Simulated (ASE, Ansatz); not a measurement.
composition SiGe3, cell Si16Ge48, brought to this temperature after a much hotter stage [in the CHGNet run: it was liquid; mean temperature 1523 K (target 1460 K); density 4.38 g/cm³, volume +6 % from the start cell's], 1460 K. 6 frames were taken from MD with the machine-learned potential CHGNet 0.3.0 (ASE) and computed both with PBE (Ansatz, a quantum-chemistry and plane-wave program) and with the machine-learned potential CHGNet 0.3.0.

- plane-wave cutoff = 370 eV
- k-points = one point, (1/4, 1/4, 1/4)
- Fermi-Dirac width = 0.126 eV
- spin = not polarised; no spin-orbit coupling

The cell was prepared with CHGNet: 80 FIRE steps from the random lattice; melt: 800 steps of 1.5 fs, 2295 K, NVT (Langevin); cool: 300 steps of 1.5 fs, 2295 to 1552 K, NVT (Langevin); cool: 400 steps of 2.0 fs, 1552 to 1460 K, Langevin with a Berendsen-type barostat every 10 steps; settle: 800 steps of 2.0 fs, 1460 K, Langevin with a Berendsen-type barostat every 10 steps; hold: 300 steps, 1460 K, NVT (Langevin) at the mean cell. The atoms began on random sites, so units and networks may differ from a laboratory melt's. On the run's last frame a denser k-mesh moved the forces by 0.090 eV/Å rms, the static pressure by -0.07 GPa and the free energy by -4 meV/atom, which is about how far such values are converged.

Task: Is the potential accurate for this state? Give its errors.

Result: 
The rms force component in DFT is 0.86 eV/Å and the rms force difference, CHGNet less DFT is 0.312 eV/Å. The relative force difference is 36 %, the slope of CHGNet against DFT forces is 0.72 and the rms difference of relative energies is 13.9 meV/atom. The spread of DFT energies over the frames is 23.0 meV/atom, the static pressure, CHGNet less DFT is -1.40 GPa and the force difference by element is Ge 0.326, Si 0.266 eV/Å.
Forces are off by 36 % of their rms size. The potential was trained on another code's PBE and PBE+U relaxation paths of database crystals (MPtrj), so part of the difference is that of settings: a denser k-mesh moves the DFT forces of one frame by 0.090 eV/Å rms and its pressure by -0.07 GPa.
